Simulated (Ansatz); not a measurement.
A stack in vacuum: 2 layers of hBN, twisted by 13.2° from the antiparallel setting.

Method: PBE+D3(BJ) (plane waves to 420 eV, PAW; Ansatz, an electronic-structure program). Scalar-relativistic, without spin–orbit coupling; PBE gaps are too small against experiment. Its k-point mesh 3×3×1, Fermi–Dirac width 0.01 eV. A dipole correction is on.

Task: Predict its spacing, binding and gap.

Result: 
| Quantity | Result |
|---|---|
| gap between facing atomic planes | 3.42 Å |
| step of the vacuum level across the stack (top less bottom) | 0.00 eV |
| interaction energy of the frozen layers | -15.7 meV/Å² |
| interaction energy without the D3 term at this geometry | +3.5 meV/Å² |
| PBE gap over the mesh and listed points off it | 4.37 eV |
| valence and conduction edges under the vacuum level of the lower face | 5.83 and 1.46 eV |
